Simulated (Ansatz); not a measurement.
The starting structures come from a database of crystals and need not be the phases stable at ambient conditions.

Data:

```yaml
crystal:
  lattice:
    - [4.86603, 0.00000, 0.00000]
    - [-2.43302, 5.62234, 0.00000]
    - [2.43302, 1.05286, 4.08046]
  atoms:
    - { symbol: Ca, position: [0.00000, 0.00000, 0.00000] }
    - { symbol: Zn, position: [0.00000, 0.50000, 0.50000] }
    - { symbol: C, position: [0.48508, 0.72762, 0.75746] }
    - { symbol: C, position: [0.51492, 0.27238, 0.24254] }
    - { symbol: O, position: [0.23765, 0.73239, 0.72644] }
    - { symbol: O, position: [0.76235, 0.26761, 0.27356] }
    - { symbol: O, position: [0.45883, 0.73239, 0.03591] }
    - { symbol: O, position: [0.54117, 0.26761, 0.96409] }
    - { symbol: O, position: [0.76830, 0.73239, 0.50526] }
    - { symbol: O, position: [0.23170, 0.26761, 0.49474] }
```

Space group of this cell: R-3. The cell is taken as given; by r2SCAN its mean pressure is -5.6 GPa.

Transport runs along the normal of the first two printed cell vectors, the (101) plane of the conventional cell.

The gap is the functional's own. No spin-orbit coupling. Mid-gap values are interpolated on the energy grid.

### Question
Compute, with Ansatz (a program for electronic structure) with r2SCAN, the band gap and the smallest decay constant κ at mid-gap.

### Answer
Gap 4.63 eV on a 8×8×8 mesh; κ = 0.461 1/Å, at the zone centre.
